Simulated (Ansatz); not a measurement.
The parent structure is MgSe in the rock salt structure (space group Fm-3m, No. 225; a = 5.391 Å). Axes: x, y, z lie along the cube axes.

Method: Kohn–Sham DFT with the LDA functional, run in Ansatz (a quantum-chemistry and plane-wave program) with PAW and 420 eV plane waves, no spin-orbit coupling.

Strains are applied to the cell and any free atomic positions relax; under biaxial strain the out-of-plane vector relaxes too.

One change was made to it. Results:

The energy grows by 11 meV/atom; the valence-band top at Γ (three highest levels, from the VBM) becomes 0.00, -0.36, -0.36 eV (base: 0.00, 0.00, 0.00 eV).

Which of these changes matches the shifts?
A) biaxial strain −1.25 %, plane normal [111], relaxed out of plane
B) biaxial strain +2.50 %, plane normal [111], relaxed out of plane
C) biaxial strain −2.50 %, plane normal [111], relaxed out of plane
D) biaxial strain +2.08 %, plane normal [111], relaxed out of plane
E) biaxial strain +0.83 %, plane normal [111], relaxed out of plane

B, biaxial strain +2.50 %, plane normal [111], relaxed out of plane. For comparison, the energy relative to the base in the other runs: biaxial strain −1.25 %, plane normal [111], relaxed out of plane gives +2.9 meV/atom; biaxial strain −2.50 %, plane normal [111], relaxed out of plane gives +12 meV/atom; biaxial strain +0.83 %, plane normal [111], relaxed out of plane gives +1.2 meV/atom; biaxial strain +2.08 %, plane normal [111], relaxed out of plane gives +7.4 meV/atom.

The levels and masses belong to the bands next to the band gap. Stability against distortions was not tested.
